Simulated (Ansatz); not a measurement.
Take BeTe in the zinc blende structure (space group F-43m, No. 216; a = 5.657 Å) as the base. Axes: x, y, z lie along the cube axes.

Method: r2SCAN in Ansatz (plane waves to 500 eV, PAW, no spin-orbit coupling).

Base values:

| Property | Value |
|---|---|
| Electron mass | 2.1 mₑ along k, 0.25 mₑ across (at X) |

It is then changed as follows: the cell is compressed by 1.50 % along z with no lateral relaxation, atoms relaxed at fixed cell.

Q: What does the calculation give for the electron mass and stress after the change?

A: The electron mass becomes 2.0 mₑ along k, 0.25 mₑ across (at X) (base: 2.1 mₑ along k, 0.25 mₑ across (at X)); the stress (xx, yy, zz, yz, xz, xy; compression positive) amounts to (0.62, 0.62, 1.56, 0.00, 0.00, 0.00) GPa.

With Te present, leaving out spin-orbit coupling can change the band edges. The levels and masses belong to the bands next to the band gap. The cells carry an imposed strain or load. Masses are band curvatures over ±0.01 Å⁻¹ around the edge. Along k means along the line from Γ to the band edge. Stability against distortions was not tested.

Ansatz is a first-principles code.
